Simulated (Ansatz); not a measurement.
Candidates (primitive cells; geometry: cell and atoms relaxed with PBE):
A. monolayer ZrS₂, a = b = 3.6855 Å, c = 18.9473 Å, α = β = 90.00°, γ = 120.00°
B. monolayer PtS2, a = 3.5753 Å, b = 3.5753 Å, c = 18.7926 Å, α = 90.00°, β = 90.00°, γ = 120.00°
C. monolayer PtSe2, a = 3.7480 Å, b = 3.7480 Å, c = 18.9820 Å, α = 90.00°, β = 90.00°, γ = 120.00°
D. monolayer As, a = 3.605 Å, b = 3.605 Å, c = 17.273 Å, α = 90.00°, β = 90.00°, γ = 120.00°
E. monolayer SnO, a = b = 3.849 Å, c = 18.225 Å, α = β = γ = 90.00°

Problem. Put the candidates in order of electron conductivity mass, highest first, for Ansatz (a quantum-chemistry and plane-wave program) with PBE, rigid bands.

Solution. E (0.93 mₑ), A (0.53 mₑ), B (0.42 mₑ), C (0.33 mₑ), D (0.23 mₑ)

Masses are for dilute carriers at 300 K, harmonic means over directions unless an axis is named. Spin-orbit coupling is left out.

Model free-standing layer, not matched to a measured one here: monolayer PtS2, monolayer PtSe2, monolayer ZrS2. The missing spin-orbit coupling matters most for monolayer PtS2, monolayer PtSe2.
